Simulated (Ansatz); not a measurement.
Take PbS (space group P6_3/mmc, No. 194; a = 4.951 Å, c = 5.916 Å; a hypothetical phase, not in the database extracts checked) as the base.

Perturbation: every S is replaced by O; the structure is relaxed again.

Levels (all Ansatz, an electronic-structure program, PAW): PBEsol (420 eV, scalar-relativistic without spin-orbit coupling); r2SCAN (500 eV, without spin-orbit coupling); HSE06 (420 eV, no spin-orbit coupling).

One geometry, relaxed with PBEsol, under each level:

| level | band gap | lowest conduction level above the VBM at special points | pressure |
|---|---|---|---|
| PBEsol | 1.20 eV | H 1.20 eV; L 1.31 eV; M 1.73 eV; K 2.73 eV | 0.00 GPa |
| r2SCAN | 1.47 eV | H 1.56 eV; L 1.55 eV; M 1.91 eV; K 2.93 eV | 1.34 GPa |
| HSE06 | 1.93 eV | H 1.93 eV; L 1.96 eV; M 2.43 eV; Γ 4.80 eV | – |

Single points use the geometry relaxed with PBEsol. Their cutoffs differ, which shifts pressures a little. The hybrid gap comes from the SCF mesh plus the semilocal run's edge points and a few special points and is an upper bound. Spin-orbit coupling, missing from the scalar runs, can matter with Pb. Whether these cells are dynamically stable was not tested. As relaxed here, PbO is a hypothetical phase, not in the database extracts checked. The base started in P6_3mc and relaxed to P6_3/mmc at this level.
